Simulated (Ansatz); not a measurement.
System: interstitial Ag in silicon (charge state +1). Calculation: PBE, PAW (plane waves to 420 eV; Ansatz, a first-principles code).

64-site cell at the relaxed PBE lattice, a 2×2×2 k-point mesh shifted by half a step, smearing 0.01 eV, spin-restricted, no finite-size correction. No zero-point or tunnelling terms. The charge state is imposed; whether it is stable for some Fermi level was not computed. Sites that were not tried may lie lower.

Barriers: single points on a 3×3×3 k-point mesh shifted by half a step at the bands' geometries.

The step: one Ag atom jumps by itself. Atoms about the jump, Cartesian Å from the middle of the jump, before and after:

| atom | x0 | y0 | z0 | x1 | y1 | z1 |
|---|---|---|---|---|---|---|
| Ag1 | -0.68 | 0.68 | 0.68 | 0.68 | -0.68 | -0.68 |
| Si2 | -0.68 | 0.68 | -2.11 | -0.77 | 0.77 | -2.13 |
| Si3 | -2.13 | -0.77 | -0.77 | -2.11 | -0.68 | -0.68 |
| Si4 | -0.68 | -2.11 | 0.68 | -0.77 | -2.13 | 0.77 |
| Si5 | 0.77 | 2.13 | -0.77 | 0.68 | 2.11 | -0.68 |
| Si6 | 2.11 | 0.68 | 0.68 | 2.13 | 0.77 | 0.77 |
| Si7 | 0.77 | -0.77 | 2.13 | 0.68 | -0.68 | 2.11 |
| Si8 | 2.06 | -2.06 | -2.06 | 2.13 | -2.13 | -2.13 |
| Si9 | -2.13 | 2.13 | 2.13 | -2.06 | 2.06 | 2.06 |
| Si10 | 0.70 | -0.70 | -3.43 | 0.68 | -0.68 | -3.47 |
| Si11 | 0.70 | -3.43 | -0.70 | 0.68 | -3.47 | -0.68 |
| Si12 | -3.47 | 0.68 | 0.68 | -3.43 | 0.70 | 0.70 |
| Si13 | 3.43 | -0.70 | -0.70 | 3.47 | -0.68 | -0.68 |
| Si14 | -0.68 | 3.47 | 0.68 | -0.70 | 3.43 | 0.70 |
| Si15 | -0.68 | 0.68 | 3.47 | -0.70 | 0.70 | 3.43 |

Problem. Predict the transition state.

Solution. 
| atom | x | y | z |
|---|---|---|---|
| Ag1 | 0.00 | 0.01 | 0.00 |
| Si2 | -0.75 | 0.76 | -2.22 |
| Si3 | -2.21 | -0.75 | -0.76 |
| Si4 | -0.75 | -2.21 | 0.75 |
| Si5 | 0.76 | 2.22 | -0.76 |
| Si6 | 2.21 | 0.76 | 0.75 |
| Si7 | 0.76 | -0.75 | 2.21 |
| Si8 | 2.01 | -2.00 | -2.01 |
| Si9 | -2.01 | 2.02 | 2.01 |
| Si10 | 0.67 | -0.67 | -3.45 |
| Si11 | 0.67 | -3.44 | -0.67 |
| Si12 | -3.45 | 0.68 | 0.67 |
| Si13 | 3.45 | -0.67 | -0.67 |
| Si14 | -0.67 | 3.46 | 0.67 |
| Si15 | -0.67 | 0.68 | 3.45 |
It lies 0.38 eV above the start and 0.38 eV above the end. The saddle point's order was not checked, and it lies on a symmetry element of the cell, where a band can be held.
